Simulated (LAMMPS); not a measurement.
LAMMPS 22 Jul 2025, classical MD, Tersoff (Si.tersoff): Si, 10648 atoms.

```
Quantity                                                                                      Result
-----------------------------------------------  ---------------------------------------------------
task                                                                                         MD, nve
potential                                                                        Tersoff, Si.tersoff
copies of the repeat unit                                                                   11×11×11
shape (slab and sphere leave vacuum in the box)                                                 bulk
neighbor skin                                                                                    2 Å
neigh_modify                                                               every 1 delay 0 check yes
newton                                                                                  on (default)
atom_modify sort (bins of 2 Å where set)                                              1000 (default)
comm_style                                                                           brick (default)
box                                                                             59.7 × 59.7 × 59.7 Å
start                                            generated diamond lattice, warmed in an untimed run
```

All runs start from one configuration, warmed at this fixed volume for 1000 steps under a thermostat at 100 K. The run at the shortest step has a mean temperature of 99.3 K and a mean pressure of -0.1 GPa.

Each run covers about 2.0 ps at constant energy (mean temperature 99.3 K at the shortest step); σ is the standard deviation over the printed steps. Each setting ran once; only counts and results are compared.

Steps tried: 0.5 fs, 1 fs, 2 fs, 2.5 fs, 4 fs, 5 fs, 8 fs, 10 fs, 16 fs, 20 fs, 32 fs.

What is the longest step at which the total energy fluctuates by under 10 % of the kinetic energy's fluctuation?

5 fs. The run fails or blows up at 16 fs, 20 fs, 32 fs.

```json
[
 {"time step": "0.5 fs", "σ(E total)/σ(E kinetic)": "0.00037", "last minus first total energy (meV/atom)": "under 0.001", "mean temperature (K)": "99.3"},
 {"time step": "1 fs", "σ(E total)/σ(E kinetic)": "0.0015", "last minus first total energy (meV/atom)": "under 0.001", "mean temperature (K)": "99.3"},
 {"time step": "2 fs", "σ(E total)/σ(E kinetic)": "0.0062", "last minus first total energy (meV/atom)": "under 0.001", "mean temperature (K)": "99.1"},
 {"time step": "2.5 fs", "σ(E total)/σ(E kinetic)": "0.0098", "last minus first total energy (meV/atom)": "under 0.001", "mean temperature (K)": "98.9"},
 {"time step": "4 fs", "σ(E total)/σ(E kinetic)": "0.028", "last minus first total energy (meV/atom)": "+0.0082", "mean temperature (K)": "98.3"},
 {"time step": "5 fs", "σ(E total)/σ(E kinetic)": "0.048", "last minus first total energy (meV/atom)": "+0.023", "mean temperature (K)": "97.7"},
 {"time step": "8 fs", "σ(E total)/σ(E kinetic)": "0.16", "last minus first total energy (meV/atom)": "+0.11", "mean temperature (K)": "95.3"},
 {"time step": "10 fs", "σ(E total)/σ(E kinetic)": "0.29", "last minus first total energy (meV/atom)": "+0.27", "mean temperature (K)": "93.0"},
 {"time step": "16 fs", "σ(E total)/σ(E kinetic)": "stops: Lost atoms", "last minus first total energy (meV/atom)": "—", "mean temperature (K)": "—"},
 {"time step": "20 fs", "σ(E total)/σ(E kinetic)": "stops: Lost atoms", "last minus first total energy (meV/atom)": "—", "mean temperature (K)": "—"},
 {"time step": "32 fs", "σ(E total)/σ(E kinetic)": "stops: Lost atoms", "last minus first total energy (meV/atom)": "—", "mean temperature (K)": "—"}
]
```

The bar is a choice.
